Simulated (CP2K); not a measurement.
# Sensitivity of a calculation on KBr (Fm-3m, 2 atoms in the cell) to its settings

```
CELL_PARAMETERS angstrom
      4.65499     0.00000     0.00000
      2.32749     4.03134     0.00000
      2.32749     1.34378     3.80078
ATOMIC_POSITIONS crystal
  K  0.00000 0.00000 0.00000
  Br 0.50000 0.50000 0.50000
```

Base run A: CP2K with PBE, GPW, DZVP-MOLOPT-SR-GTH basis, GTH-PBE potentials (GTH_POTENTIALS), self-consistent single point.

Its settings: CUTOFF = 500 Ry; REL_CUTOFF = 50 Ry; KPOINTS/SCHEME = MONKHORST-PACK 5 5 5; XC_FUNCTIONAL = PBE; K/BASIS_SET = DZVP-MOLOPT-SR-GTH-q9; K/POTENTIAL = GTH-PBE-q9; Br/BASIS_SET = DZVP-MOLOPT-SR-GTH-q7; Br/POTENTIAL = GTH-PBE-q7; METHOD = GPW; EPS_DEFAULT = 1e-10; NGRIDS = 5; SCF_GUESS = ATOMIC; EPS_SCF = 1e-07; MAX_SCF = 100; ADDED_MOS = 4; MIXING/METHOD = BROYDEN_MIXING; MIXING/ALPHA = 0.3; MIXING/NBUFFER = 10.

The starting cell comes from a database of computed structures (which also holds hypothetical and non-ambient phases and stackings), without a prior relaxation at this level. Its lattice was rescaled by a random factor within 2.5 % of one. Values carry the incompleteness of an atom-centred basis.

ΔF is the free energy per atom less that of run A. A dash stands where there is no value to compare (another energy zero or no entropy term, no result, no spin, no clean gap, or a mesh too coarse for one). Absolute energies have different zeros for different potentials, functionals, Hubbard and dispersion terms and are not compared across them.

Runs:
- B: EPS_SCF: 1e-07 → 0.1
- C: XC_FUNCTIONAL: PBE → PADE; K/POTENTIAL: GTH-PBE-q9 → GTH-PADE-q9; Br/POTENTIAL: GTH-PBE-q7 → GTH-PADE-q7 [LDA (Pade form)]
- D: 1 x 2 x 1 supercell, mesh divided and rounded up; ADDED_MOS: 4 → 6; KPOINTS/SCHEME: MONKHORST-PACK 5 5 5 → MONKHORST-PACK 5 3 5
- E: KPOINTS/SCHEME: MONKHORST-PACK 5 5 5 → MONKHORST-PACK 4 4 4; GAMMA_CENTERED: default → T
- F: ADDED_MOS: 4 → 19
- G: CUTOFF: 500 Ry → 1000 Ry
- H: EPS_SCF: 1e-07 → 1e-09
- I: MIXING/BETA: default → 0.5 1/bohr
- J: MIXING/NBUFFER: 10 → 16
- K: EPS_DEFAULT: 1e-10 → 1e-14

```tsv
run	ΔF (meV/atom)	pressure (GPa)	gap on the mesh (eV)	k-points	valence electrons
A	0.00	1.05	4.538	63	16
B	31.5	0.84	4.777	63	16
C	–	-1.37	4.181	63	16
D	-0.01	1.05	4.538	38	32
E	0.21	1.05	4.538	36	16
F	0.00	1.05	4.538	63	16
G	-0.01	1.05	4.538	63	16
H	0.00	1.05	4.538	63	16
I	0.00	1.05	4.538	63	16
J	0.00	1.05	4.538	63	16
K	0.00	1.05	4.538	63	16
```

Run G against A: The free energy hardly moves (within 1 meV/atom), the pressure stays at 1.05 GPa and the gap on the mesh stays at 4.538 eV.

Run C against A: The pressure goes from 1.05 to -1.37 GPa and the gap on the mesh goes from 4.538 to 4.181 eV.

Run B against A: The free energy rises by 31.5 meV/atom, the pressure goes from 1.05 to 0.84 GPa and the gap on the mesh goes from 4.538 to 4.777 eV.
